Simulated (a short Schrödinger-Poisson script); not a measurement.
Stack: MOS inversion layer, SiO2 on p-type Si(100), at 400 K.

From the gate side: 3.7 nm SiO2; 200 nm Si, acceptors 4.7e18 cm⁻³.

Constants are typed, rounded textbook-type inputs, not results; the design itself was drawn at random and stands for no fabricated device. SiO2: permittivity 3.9, conduction-band edge (eV) 3.15, gap (eV) 9, electron mass (mₑ) 0.5. Si: permittivity 11.7, conduction-band edge (eV) 0, gap (eV) 1.124, Nv at 300 K (cm⁻³) 3.1e19.

Channel valleys (confinement mass, in-plane density-of-states mass, number): Δ2 0.916, 0.19, 2; Δ4 0.19, 0.417, 4. At the gate the conduction-band edge of layer 1 lies 3.57 eV − eVg above the Fermi level of the channel; the field vanishes at the back. Gaps are held at their typed values at every temperature. Mesh 0.03 nm at interfaces.

From a short Schrödinger-Poisson script (our own, NumPy): 1D Poisson equation in equilibrium, electrons quantum, Hartree (BenDaniel-Duke, 12 states a valley, the channel's in-plane mass for all, wave functions free to enter the dielectric), parabolic valleys, classical holes, full ionisation, no traps, pinning or gate leakage.

| Vg (V) | electrons (cm⁻²) | C (μF/cm²) | Δ2 E0 (meV from the Fermi level) | Δ4 E0 (meV from the Fermi level) |
|---|---|---|---|---|
| 1.65 | 5.47e9 | 0.389 | 248.0 | 339.2 |
| 1.8 | 5.31e10 | 0.439 | 168.9 | 262.8 |
| 1.95 | 2.98e11 | 0.602 | 108.5 | 204.6 |
| 2.1 | 7.94e11 | 0.718 | 73.3 | 171.2 |
| 2.25 | 1.42e12 | 0.771 | 51.5 | 151.0 |
| 2.4 | 2.11e12 | 0.799 | 36.2 | 137.2 |
| 2.55 | 2.84e12 | 0.815 | 24.2 | 126.6 |
| 2.7 | 3.58e12 | 0.826 | 14.3 | 118.1 |
| 2.85 | 4.34e12 | 0.834 | 5.8 | 110.9 |
| 3 | 5.11e12 | 0.839 | -1.7 | 104.7 |
| 3.15 | 5.89e12 | 0.844 | -8.4 | 99.1 |
| 3.3 | 6.67e12 | 0.848 | -14.7 | 94.1 |
| 3.45 | 7.46e12 | 0.851 | -20.4 | 89.6 |
| 3.6 | 8.25e12 | 0.854 | -25.8 | 85.4 |
| 3.75 | 9.04e12 | 0.856 | -30.9 | 81.4 |
| 3.9 | 9.84e12 | 0.858 | -35.8 | 77.7 |

Gate voltages with under 1e9 electrons/cm² are left out.

At Vg = 3.9 V the lowest Δ2 subband lies at -35.8 meV from the Fermi level. How many electrons does it hold, and what share of all?

The two-dimensional density of states is g m/(πħ²) = 1.59e11 cm⁻² meV⁻¹ (both spins), kT = 34.5 meV, so n = D kT ln(1 + exp(−E/kT)) = 7.34e12 cm⁻², 0.75 of the 9.84e12 cm⁻² in all.

Compare the slope of the sheet density between 3.6 and 3.9 V with the geometric capacitance of the layers between gate and channel.

q Δn/ΔV = 0.849 μF/cm²; ε0/Σ(t/ε) = 0.933 μF/cm². The ratio is 0.91: the channel acts as a further capacitance in series.
